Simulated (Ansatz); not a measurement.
Functionals compared on Br on the 1x1 (111) surface of fcc Ni, ferromagnetic, one in a 2x2 cell, started at the site 'bridge Ni-Ni (span 2.5 Å)', in Ansatz (plane waves, PAW). The structure was relaxed with PBE; the other rows are single points on it, each with its references at the same level. Cutoff 420 eV.

Slab: 17 atoms, 6.0 Å thick at the start under the adsorbate (thin: gaps and levels are the slab's own); k 7x7x1, smearing 0.1 eV, dipole-corrected; 8 atoms held, the rest relaxed; symmetry of the start imposed; spin-polarised, no spin-orbit, no U, no dispersion correction. At the end it is bonded to 3 Ni. In PBE it is, or lies within 0.03 eV of, the lowest of the starts that converged. These notes are the PBE run's. Adsorption energies are against ½ Br2(g). A negative adsorption energy means that the adsorbate is more stable on the surface than in its reference.

```tsv
functional	adsorption energy (eV)	work function of the top face (eV)	change of the work function (eV)	magnetic moment of the cell (μB)	rough cost of the single point
PBE	-1.89	4.72	-0.35	10.50	–
RPBE	___	___	___	10.62	roughly 8 core-minutes
```

Question: What belongs in the gaps?

Answer: 
- RPBE, adsorption energy (eV): -1.61
- RPBE, work function of the top face (eV): 4.62
- RPBE, change of the work function (eV): -0.28

Ansatz is an electronic-structure program.
